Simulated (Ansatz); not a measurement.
A hypothetical phase is included: elements placed on a structure type, which no database files for this compound.

By PBEsol, the system below comes out a metal.

The ballistic (Sharvin) conductance counts the channels at the Fermi level: G/A = (e²/h) × channels of both spins per area.

Data:

```xyz
3
Lattice="2.8016 0.0000 0.0000 -1.4008 2.4262 0.0000 0.0000 0.0000 5.3377" Properties=species:S:1:pos:R:3 pbc="T T T"
N      0.0000     0.0000     0.0000
W      0.0000     1.6175     1.4386
W      1.4008     0.8087     3.8990
```

The cell was relaxed by PBE-D3(BJ); by PBEsol it stands under a pressure of -2.4 GPa.

The current flows along the normal of the first two printed cell vectors, the (001) plane of the conventional cell. No spin-orbit coupling; the value is a mean over 0.1 eV about the Fermi level.

Q: Predict the ballistic conductance per area from PBEsol run with Ansatz (a program for electronic structure).

A: 0.59 × 10¹⁵ S/m² for both spins.
